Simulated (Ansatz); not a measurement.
CsCl-type FeAl was calculated with PBE-D3(BJ) in Ansatz (plane waves, PAW).

Run with plane-wave cutoff 520 eV, 16×16×16 k mesh, Fermi–Dirac smearing 0.1 eV, perturbation theory, no spin polarisation, scalar-relativistic PAW data made under PBE.

Computed at the level's own relaxed cell.

Harmonic phonon frequencies (cm⁻¹; i marks an imaginary mode):

```json
[
 {"q point": "Γ", "frequencies": "0 0 0 367 367 367"},
 {"q point": "X", "frequencies": "236 236 249 303 303 357"},
 {"q point": "M", "frequencies": "?"},
 {"q point": "R", "frequencies": "?"}
]
```

Fill in the missing entries.


- M, frequencies: 113 113 278 305 413 413
- R, frequencies: 230 230 230 370 370 370

No imaginary mode appears at these points.

Note: the dispersion coefficients are held fixed in the derivatives.

Ansatz is an electronic-structure program.
